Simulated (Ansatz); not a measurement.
## A computed series for CdS: response to strain

Base system: CdS in the zinc blende structure (space group F-43m, No. 216; a = 5.7566 Å). Axes: x, y, z lie along the cube axes.

Strains are applied to the cell and any free atomic positions relax; under biaxial strain the out-of-plane vector relaxes too.

Method: LDA in Ansatz (plane waves to 420 eV, PAW, scalar-relativistic without spin-orbit coupling).

| biaxial strain, plane normal [001], relaxed out of plane (%) | band gap (eV) |
|---|---|
| 0 | 0.95 |
| 0.5 | 0.92 |
| 1 | 0.89 |
| 1.5 | ? |
| 2 | 0.83 |
| 2.5 | 0.80 |
| 3 | 0.78 |

### Question
Fit E_g = E₀ + Dε (ε in %) to the rows shown and predict the withheld row.

### Answer
Least squares on the printed values gives E₀ = 0.95 eV, D = -57.9 meV per % of strain (largest residual 0.01 eV); this predicts 0.86 eV, and the run gives 0.86 eV, in agreement.

Stability against distortions was not tested.

Ansatz is a program for electronic structure.
